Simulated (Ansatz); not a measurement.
The reference is MoSi$_{2}$ (space group I4/mmm, No. 139; relaxed with 0.1 eV smearing).

```yaml
crystal:
  lattice:
    - [-1.60839, 1.60839, 3.93729]
    - [1.60839, -1.60839, 3.93729]
    - [1.60839, 1.60839, -3.93729]
  atoms:
    - { symbol: Si, position: [0.66492, 0.66492, 0.00000] }
    - { symbol: Si, position: [0.33508, 0.33508, 0.00000] }
    - { symbol: Mo, position: [0.00000, 0.00000, 0.00000] }
```

Cartesian axes are those of the cell as printed.

Computed with PBE (Ansatz, an electronic-structure program, PAW, without spin-orbit coupling).

Before the change:

Shortest interatomic distance: 2.597 Å
Pressure: 0.0 GPa
Band gap: zero

Now apply this change: uniaxial strain ε_zz = −3.00 %, all other strain components held at zero; the atoms relax in the strained cell.

Problem. What does the calculation give for the shortest interatomic distance, pressure, energy relative to the base and band gap after the change?

Solution. The shortest interatomic distance decreases by 0.070 Å to 2.527 Å; the pressure (mean of the normal stresses, compression positive) goes from zero to 7.5 GPa; the energy rises by 20 meV/atom; the band gap is still zero.

Stability against distortions was not tested. All final runs are without spin polarisation.
